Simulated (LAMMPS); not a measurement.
Pressure dependence of CoAl (CsCl type) at 1140 K, from the crystal.

Level of theory: classical MD, pair style meam, file MoCoNiVFeAlCr_2nn.meam; code LAMMPS.

| P (GPa) | state | volume | coordination number of Al by Co |
|---|---|---|---|
| 0 | crystal; no diffusion seen in 30 ps | 12.293 ± 0.001 Å³/atom | 8.0 (counted to 3.66 Å) |
| 2 | crystal; no diffusion seen in 30 ps | 12.1040 ± 0.0009 Å³/atom | 8.00 (counted to 3.66 Å) |
| 5 | crystal; no diffusion seen in 30 ps | 11.845 ± 0.001 Å³/atom | 8.0 (counted to 3.74 Å) |

Caution: a run this short can hold a crystal over, or a liquid under, the potential's own melting point, which these runs don't give.

Estimate the isothermal bulk modulus at zero pressure. A parabola P(ln V) through the three points gives −dP/d ln V = 120 GPa at zero pressure.

States go by the mean squared displacement: a species diffuses where it passes 1.5 Å², still rises and gives D over 1e-6 cm²/s; a crystal has left its structure where atoms lie 0.35 Å off their sites on average or a cubic box changes its shape by 3 %, or the axial ratios of another lie 8 % off the starting cell's, which the potential's own relaxation can also do.

Errors shown are sampling errors alone.
